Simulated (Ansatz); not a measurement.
Start from ZnSe in the zinc blende structure (space group F-43m, No. 216; a = 5.6333 Å).

Computed with DFT with PBEsol, PAW potentials and a 420 eV plane-wave cutoff in Ansatz (a program for electronic structure), no spin-orbit coupling.

Strains are applied to the cell and any free atomic positions relax.

One change was made to it. Results:

| quantity | base | after |
|---|---|---|
| pressure | 0.00 GPa | -2.63 GPa |
| width of the top valence band | 2.79 eV | 2.58 eV |
| mean gap deformation potential ΔEg/Δln V | – | -3.9 eV |
| energy relative to the base (free energy F) | 0 meV/atom | +8.7 meV/atom |

Task: Which of these changes matches the shifts?
(A) isotropic strain +1.50 %
(B) isotropic strain −2.00 %
(C) isotropic strain +2.00 %
(D) isotropic strain −2.50 %
(E) isotropic strain −1.50 %

Result: A, isotropic strain +1.50 %. For comparison, the pressure in the other runs: isotropic strain −2.50 % gives 5.89 GPa; isotropic strain +2.00 % gives -3.38 GPa; isotropic strain −2.00 % gives 4.54 GPa; isotropic strain −1.50 % gives 3.28 GPa.

No phonon test of stability was made.
